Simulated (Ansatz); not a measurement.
The starting structures come from a database of crystals and need not be the phases stable at ambient conditions.

**Evanescent states of ZrP2(HO3)2 (P-3, not sure to be the ambient phase, 11 atoms a cell, 12.7 Å³ an atom) along the normal of (110)**

Calculation: PBEsol (plane waves, PAW; Ansatz, a first-principles code).

The gap is the functional's own, uncorrected, and κ follows it; spin-orbit coupling is left out. Mid-gap values are interpolated between the computed energies.

Energies count from the valence-band top; κ is the least over a 6×4 mesh across the current.

```json
[
 {"E (eV)": "0.10", "κ (1/Å)": "0.237", "where": "off Γ"},
 {"E (eV)": "0.32", "κ (1/Å)": "0.300", "where": "Γ"},
 {"E (eV)": "0.53", "κ (1/Å)": "0.326", "where": "Γ"},
 {"E (eV)": "0.73", "κ (1/Å)": "0.345", "where": "Γ"},
 {"E (eV)": "0.94", "κ (1/Å)": "0.361", "where": "Γ"},
 {"E (eV)": "1.16", "κ (1/Å)": "…", "where": "Γ"},
 {"E (eV)": "1.36", "κ (1/Å)": "…", "where": "Γ"},
 {"E (eV)": "1.57", "κ (1/Å)": "…", "where": "Γ"},
 {"E (eV)": "1.78", "κ (1/Å)": "…", "where": "Γ"},
 {"E (eV)": "2.00", "κ (1/Å)": "…", "where": "Γ"},
 {"E (eV)": "2.21", "κ (1/Å)": "…", "where": "Γ"},
 {"E (eV)": "2.42", "κ (1/Å)": "…", "where": "Γ"},
 {"E (eV)": "2.62", "κ (1/Å)": "…", "where": "Γ"},
 {"E (eV)": "2.83", "κ (1/Å)": "…", "where": "Γ"},
 {"E (eV)": "3.04", "κ (1/Å)": "…", "where": "Γ"},
 {"E (eV)": "3.25", "κ (1/Å)": "…", "where": "Γ"},
 {"E (eV)": "3.46", "κ (1/Å)": "…", "where": "Γ"},
 {"E (eV)": "3.67", "κ (1/Å)": "0.323", "where": "Γ"},
 {"E (eV)": "3.88", "κ (1/Å)": "0.296", "where": "Γ"},
 {"E (eV)": "4.09", "κ (1/Å)": "0.258", "where": "Γ"},
 {"E (eV)": "4.30", "κ (1/Å)": "0.199", "where": "Γ"},
 {"E (eV)": "4.51", "κ (1/Å)": "0.032", "where": "Γ"}
]
```

Fill in the missing entries.


- 1.16, κ (1/Å): 0.373
- 1.36, κ (1/Å): 0.382
- 1.57, κ (1/Å): 0.389
- 1.78, κ (1/Å): 0.393
- 2.00, κ (1/Å): 0.396
- 2.21, κ (1/Å): 0.396
- 2.42, κ (1/Å): 0.395
- 2.62, κ (1/Å): 0.390
- 2.83, κ (1/Å): 0.383
- 3.04, κ (1/Å): 0.373
- 3.25, κ (1/Å): 0.360
- 3.46, κ (1/Å): 0.344
